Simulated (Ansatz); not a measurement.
System: Ca₃Ti₂O₇ (Cmc2₁, No. 36, 24 atoms in the cell; start mp-4163). Method: PBEsol in Ansatz (plane waves, PAW).

Settings: plane-wave cutoff 520 eV, 8×8×6 k mesh (along the axes of the cell as run), Fermi–Dirac smearing 0.01 eV, no spin polarisation, scalar-relativistic PAW data made under PBE.

Cell (relaxed with PBEsol):

```yaml
crystal:
  lattice:
    - [9.63375, -2.69141, 0.00000]
    - [9.63375, 2.69141, 0.00000]
    - [0.00000, 0.00000, 5.44108]
  atoms:
    - { symbol: Ca, position: [0.74583, 0.25417, 0.04045] }
    - { symbol: Ca, position: [0.25417, 0.74583, 0.54045] }
    - { symbol: Ca, position: [0.44605, 0.92914, 0.45902] }
    - { symbol: Ca, position: [0.55395, 0.07086, 0.95902] }
    - { symbol: Ca, position: [0.07086, 0.55395, 0.45902] }
    - { symbol: Ca, position: [0.92914, 0.44605, 0.95902] }
    - { symbol: Ti, position: [0.84944, 0.35013, 0.49338] }
    - { symbol: Ti, position: [0.15056, 0.64987, 0.99338] }
    - { symbol: Ti, position: [0.64987, 0.15056, 0.49338] }
    - { symbol: Ti, position: [0.35013, 0.84944, 0.99338] }
    - { symbol: O, position: [0.84646, 0.92811, 0.21273] }
    - { symbol: O, position: [0.15354, 0.07189, 0.71273] }
    - { symbol: O, position: [0.07189, 0.15354, 0.21273] }
    - { symbol: O, position: [0.92811, 0.84646, 0.71273] }
    - { symbol: O, position: [0.37631, 0.45613, 0.29429] }
    - { symbol: O, position: [0.62369, 0.54387, 0.79429] }
    - { symbol: O, position: [0.54387, 0.62369, 0.29429] }
    - { symbol: O, position: [0.45613, 0.37631, 0.79429] }
    - { symbol: O, position: [0.11882, 0.48544, 0.02352] }
    - { symbol: O, position: [0.88118, 0.51456, 0.52352] }
    - { symbol: O, position: [0.51456, 0.88118, 0.02352] }
    - { symbol: O, position: [0.48544, 0.11882, 0.52352] }
    - { symbol: O, position: [0.17621, 0.82379, 0.98528] }
    - { symbol: O, position: [0.82379, 0.17621, 0.48528] }
```

**Question.** Estimate the band gap, smallest direct gap on the k points sampled and direct gap at Γ that the calculation returns.

**Answer.** 
- band gap: 2.53 eV (indirect)
- smallest direct gap on the k points sampled: 2.59 eV
- direct gap at Γ: 2.60 eV

Cost on a shared machine: very roughly 15 core-minutes.

A start named mp-… is a Materials Project structure, which need not be a measured phase.

Ansatz is a program for electronic structure.
